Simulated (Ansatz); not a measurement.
Band-edge transport in semiconductors and insulators: compounds that share space group F-43m and stoichiometry, Ansatz (a program for electronic structure) with HSE06, rigid bands; geometry: cell and atoms relaxed with PBEsol.

| Compound | volume per atom (Å³) | band gap | electron conductivity mass | Seebeck coefficient, n-type 1e19 cm⁻³ |
|---|---|---|---|---|
| BeSe | 16.9 | 3.45 eV | ___ | ___ |
| GaAs | 22.7 | 1.40 eV | 0.070 mₑ | -50 μV/K |
| CdSe | 28.1 | 1.55 eV | 0.119 mₑ | -74 μV/K |
| GaP | 20.1 | 2.25 eV | 0.34 mₑ | -329 μV/K |
| InAs | 28.2 | ___ | 0.031 mₑ | -31 μV/K |
| AlAs | 22.8 | 2.09 eV | 0.32 mₑ | -260 μV/K |

### Question
Some entries are withheld; supply them.

### Answer

- BeSe, electron conductivity mass: 0.34 mₑ
- BeSe, Seebeck coefficient, n-type 1e19 cm⁻³: -268 μV/K
- InAs, band gap: 0.42 eV

Masses are for dilute carriers at 300 K, harmonic means over directions unless an axis is named. Seebeck coefficients are for the stated density at 300 K, with one relaxation time for all states and whether or not that doping can be reached. Spin-orbit coupling is left out.
